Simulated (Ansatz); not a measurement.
Here is the system:

```
BP
1.0
    0.00000     2.26010     2.22326
    2.26010     0.00000     2.22326
    2.26010     2.26010     0.00000
P B
1 1
Direct
  0.75000   0.75000   0.75000
  0.00000   0.00000   0.00000
```

No spin polarisation.

The values are results of PBEsol (Ansatz, a first-principles code), without spin-orbit coupling, earlier PAW set, not measurements. Settings: 13×13×13 k-points, 0.05 eV Fermi–Dirac smearing.

Question: What valence-band top at Γ (three highest levels, from the VBM) does the calculation give?

Answer: 0.00, -0.16, -0.16 eV.

Question: What is the computed stress (xx, yy, zz, yz, xz, xy; compression positive)?

Answer: (1.42, 1.42, 5.74, 0.00, 0.00, 0.00) GPa.

Question: What is the computed electron mass?

Answer: 1.2 mₑ along k, 0.22 mₑ across (off the special points).

Question: Estimate the hole mass.

Answer: 0.36 mₑ along z, 0.24 mₑ across (at Γ).

The levels and masses belong to the bands next to the band gap. The cells carry an imposed strain or load. Masses are band curvatures over ±0.01 Å⁻¹ around the edge. Along k means along the line from Γ to the band edge. Stability against distortions was not tested. The cell was made from BP in the zinc blende structure (space group F-43m, No. 216) by this change: uniaxial strain ε_zz = −1.63 %.
